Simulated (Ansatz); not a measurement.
**HgS: x(O) = 0.667, 6 atoms, I-4m2**

Take HgS in the zinc blende structure (space group F-43m, No. 216; a = 5.876 Å) as the base.

The other end (x = 1) is HgO in the zinc blende structure (space group F-43m, No. 216; a hypothetical phase, not in the database extracts checked): 17.54 Å³/atom, gap zero; this end may not be an ambient phase.

The change: a fraction x = 0.667 of the S sites is given to O, ordered in a cell of 6 atoms (starting symmetry I-4m2) and fully relaxed.

Method: Ansatz (an electronic-structure program) PBEsol, no spin-orbit coupling, earlier PAW set. Settings: 12×12×12 k-points, 0.05 eV Fermi–Dirac smearing, for the changed cell.

The density rises by 1.76 g/cm³, from 7.62 g/cm³ to 9.38 g/cm³ and the band gap stays zero. The mixing energy amounts to +0.02 eV/atom (to 0.01 eV only: unlike meshes or grids) (against an end that may be hypothetical) and the deviation of the volume from the linear (Vegard-type) interpolation comes out as -2.4 %. The mean first-shell distances is S–Hg 2.512 Å (end compound 2.544 Å), O–Hg 2.268 Å (end compound 2.250 Å).

These are small ordered cells, not random alloys; other orderings at the same x differ. Spin-orbit coupling, missing from the scalar runs, can matter with Hg. Stability against distortions was not tested. All final runs are without spin polarisation. Gaps under 0.05 eV, about the width of the smearing, are given as zero. A zero or small gap of Hg3SO2, HgS and HgO can be the functional's error rather than a property of the material.
